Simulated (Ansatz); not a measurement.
An Ansatz (a quantum-chemistry and plane-wave program) run: MoS2 with a change (uniaxial strain ε_xx = +0.25 %); r2SCAN+rVV10/PAW in Ansatz, without spin-orbit coupling, earlier PAW set.

Input:

Ansatz 0.2 input:
```yaml
crystal:
  lattice:
    - [1.591667577, 0.9166580589, 6.1953450091]
    - [-1.591667577, 0.9166580589, 6.1953450091]
    - [0, -1.8333161178, 6.1953450091]
  atoms:
    - { symbol: Mo, position: [0.0000046321, 0.0000046321, 0.0000046321] }
    - { symbol: S, position: [0.7502945684, 0.7502945684, 0.7502945684] }
    - { symbol: S, position: [0.5830007996, 0.5830007996, 0.5830007996] }
basis: { ecutwfc: 500, ecutrho_ratio: 4, xc_grid: 4, fft_grid_basis: typed }
kpoints: { mp_grid: { grid: [12, 12, 12] } }
hamiltonian:
  xc: r2scan
  dispersion: rvv10
  pseudopotentials: { azcp: { folder: ./paw }, kind: paw }
scf: { occupations: { method: fermi_dirac, width: 0.05 }, convergence: { dr2_threshold: 0.0000000003 } }
relax: { f_tol: 0.005, max_steps: 50 }
output: { forces: true, stress: true }
checkpoint: { write: state.ck, write_every: 1000 }
```

Output (explanatory and most iteration lines left out):

```
Relaxation: its limit of steps is 50 (relax.max_steps)
Pseudopotential: Mo, paw, valence charge 14
Pseudopotential: S, paw, valence charge 6
Crystal: 3 atoms, lattice volume = 54.235 Å³
Basis set: ecut = 500 eV, 1379 PW (Γ), exchange–correlation on 192×192×192 points (64 copies of the dense FFT grid, shifted against one another)
Bands: 17, of which v1, the nominal top of the filled ones, is band 13 counted from 1 (12 counted from 0)
Symmetry: 2 space group operations
Space group: Cm (ITA 8), of the structure as read, at distance tolerance 3.8e-5 Å
k-points: 476 of 1728 (time reversal used)
Functional: x = r2scan, c = r2scan + rvv10(b = 11.95, C = 0.0093); τ floored in thin density (d = 2e-4 eV/Å³)
SCF iter   1: F=—  HF=-6780.180938 eV  |F-HF|=—  |Δ(HF+E_count)|=         —  Δρ=6.28e-2  dr2=2.62e0  dr2_τ=1.40e-1  ethr=3.10e-3  ⟨swp⟩=6.3  Hψ=48172  notcnv=0
SCF iter   2: F=—  HF=-6779.890211 eV  |F-HF|=—  |Δ(HF+E_count)|=   2.91e-1  Δρ=4.24e-2  dr2=2.10e0  dr2_τ=2.72e-1  ethr=3.10e-3  ⟨swp⟩=3.0  Hψ=21888  notcnv=0
SCF 1 converged in 11 iterations: F = -6779.622146 eV  dr2 = 1.92e-10
relax step   1: F+E_penalty+E_count = -6779.62214622 eV  Δ(F+E_penalty+E_count) = +0.000e0 eV  max|allowed force component| = 2.545e-2 eV/Å  Δτ_max = 0.0000 Å  (11 SCF iters, accepted)
Crystal: 3 atoms, lattice volume = 54.235 Å³
SCF iter   1: F=—  HF=-6779.622158 eV  |F-HF|=—  |Δ(HF+E_count)|=         —  Δρ=1.57e-4  dr2=1.13e-5  dr2_τ=5.22e-5  ethr=4.48e-8  ⟨swp⟩=3.5  Hψ=34608  notcnv=0
SCF iter   2: F=—  HF=-6779.622186 eV  |F-HF|=—  |Δ(HF+E_count)|=   2.82e-5  Δρ=9.79e-5  dr2=9.43e-6  dr2_τ=7.49e-7  ethr=4.33e-8  ⟨swp⟩=2.0  Hψ=13548  notcnv=0
SCF 2 converged in 7 iterations: F = -6779.622174 eV  dr2 = 1.21e-10
relax step   2: F+E_penalty+E_count = -6779.62217371 eV  Δ(F+E_penalty+E_count) = -2.749e-5 eV  max|allowed force component| = 1.427e-2 eV/Å  Δτ_max = 0.0020 Å  (7 SCF iters, accepted)
Crystal: 3 atoms, lattice volume = 54.235 Å³
SCF iter   1: F=—  HF=-6779.622194 eV  |F-HF|=—  |Δ(HF+E_count)|=         —  Δρ=5.34e-5  dr2=1.33e-6  dr2_τ=4.09e-6  ethr=5.10e-8  ⟨swp⟩=3.7  Hψ=24999  notcnv=0
SCF iter   2: F=—  HF=-6779.622184 eV  |F-HF|=—  |Δ(HF+E_count)|=   1.03e-5  Δρ=3.32e-5  dr2=1.14e-6  dr2_τ=8.88e-8  ethr=5.12e-9  ⟨swp⟩=2.0  Hψ=16228  notcnv=0
SCF 3 converged in 7 iterations: F = -6779.622184 eV  dr2 = 1.56e-10
relax step   3: F+E_penalty+E_count = -6779.62218355 eV  Δ(F+E_penalty+E_count) = -9.831e-6 eV  max|allowed force component| = 1.070e-3 eV/Å  Δτ_max = 0.0007 Å  (7 SCF iters, accepted)
Crystal: 3 atoms, lattice volume = 54.235 Å³
SCF iter   1: F=—  HF=-6779.622184 eV  |F-HF|=—  |Δ(HF+E_count)|=         —  Δρ=3.05e-7  dr2=1.56e-10  dr2_τ=8.77e-12  ethr=1.00e-12  ⟨swp⟩=2.7  Hψ=49561  notcnv=0
SCF iter   2: F=-6779.622184 eV  HF=-6779.622184 eV  |F-HF|=2.75e-10  |Δ(HF+E_count)|=  2.46e-11  Δρ=3.72e-7  dr2=2.94e-10  dr2_τ=1.03e-11  ethr=1.00e-12  ⟨swp⟩=5.6  Hψ=29892  notcnv=0
SCF 4 converged in 2 iterations: F = -6779.622184 eV  dr2 = 2.94e-10
SCF converged after 2 iterations
Free energy (F): -6779.622184 eV
Internal energy: -6779.622183 eV  (E = F + TS)
E sigma→0 (E₀):  -6779.622183 eV
Entropy (-TS):   -0.000001 eV (-0.000 meV/atom)
Fermi energy:    11.063895 eV
--- Forces (eV/Å), atoms counted from 1 ---
  atom   1  Mo     0.00000000     0.00107002    -0.00003594
  atom   2  S      0.00000000    -0.00049461     0.00024711
  atom   3  S      0.00000000    -0.00057457    -0.00021301
--- Stress (GPa, compression-positive) ---
       -0.578616       0.000000       0.000000
        0.000000      -0.153907      -0.009021
        0.000000      -0.009021      -0.030422
  P = ⅓ Tr σ = -0.2543 GPa (-2.543 kbar)
--- Relaxed structure (3 steps of the walk, 3 accepted, 0 SCFs on fresh bases) ---
  atoms:
    - { symbol: Mo, position: [8.724634462065565e-5, 8.724634462065565e-5, -0.00016142263980110312] }
    - { symbol: S, position: [0.7501922774733514, 0.7501922774733514, 0.7502961340551113] }
    - { symbol: S, position: [0.5830204762820276, 0.5830204762820276, 0.5831652886846895] }
```

No phonon test of stability was made. The cell was made from MoS₂ in the 3R-MoS2 type structure (space group R3m, No. 160; layered, stacked along the Cartesian z axis) by this change: uniaxial strain ε_xx = +0.25 %.
